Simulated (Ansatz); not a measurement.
Start from ZrSe2 in the CdI2 type structure (space group P-3m1, No. 164; a = 3.6599 Å, c = 5.8413 Å; layered, stacked along the Cartesian z axis; relaxed with 0.1 eV smearing).

Method: Kohn–Sham DFT with the PBEsol-D3(BJ) functional, run in Ansatz (a first-principles code) with PAW and 420 eV plane waves, no spin-orbit coupling.

Base values:

- Band gap: zero
- Pressure: 0.0 GPa
- Gap character: absent

Modification: the cell is scaled by 1.0422 in all directions, atoms relaxed at fixed cell.

Question: Predict the new valence-band top at Γ, band gap, pressure, gap character and largest internal atomic displacement.

Answer: The valence-band top at Γ (three highest levels, from the VBM) is 0.00, -0.18, -0.18 eV; the band gap becomes 0.22 eV (base: zero); the pressure (mean of the normal stresses, compression positive) goes from zero to -4.3 GPa; the gap character becomes indirect, Γ → L (base: absent); the largest internal atomic displacement comes out as 0.127 Å.

The cells carry an imposed strain or load. Stability against distortions was not tested. The final runs are not spin-polarised. A zero or small gap of ZrSe2 can be the functional's error rather than a property of the material.
